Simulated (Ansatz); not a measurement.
The starting structures come from a database of crystals and need not be the phases stable at ambient conditions.

The decay constant κ of evanescent states in the gap governs leakage through a thin film.

Data:

```
CELL_PARAMETERS angstrom
      7.26835     0.00000     0.00000
      0.00000     8.49201     0.00000
      3.63417    -2.11971     4.84632
ATOMIC_POSITIONS crystal
  Ba 0.10085 0.25000 0.00000
  Ba 0.89915 0.75000 0.00000
  H  0.77391 0.04533 0.82030
  H  0.22609 0.95467 0.17970
  H  0.59421 0.45467 0.17970
  H  0.40579 0.54533 0.82030
  H  0.61465 0.12797 0.14276
  H  0.38535 0.87203 0.85724
  H  0.75741 0.37203 0.85724
  H  0.24259 0.62797 0.14276
  Br 0.68894 0.15113 0.56798
  Br 0.31106 0.84887 0.43202
  Br 0.25692 0.34887 0.43202
  Br 0.74308 0.65113 0.56798
  O  0.77008 0.05731 0.98144
  O  0.22992 0.94269 0.01856
  O  0.75152 0.44269 0.01856
  O  0.24848 0.55731 0.98144
```

Space group of this cell: C2/c. The cell is taken as given; by r2SCAN its mean pressure is -1.8 GPa.

Transport runs along the normal of the first two printed cell vectors.

The gap is the functional's own. No spin-orbit coupling. Mid-gap values are interpolated on the energy grid.

Problem. Give the band gap and the smallest decay constant κ at mid-gap that r2SCAN (Ansatz, a quantum-chemistry and plane-wave program) yields.

Solution. Gap 5.00 eV on a 6×4×6 mesh; κ = 0.367 1/Å, at the zone centre.
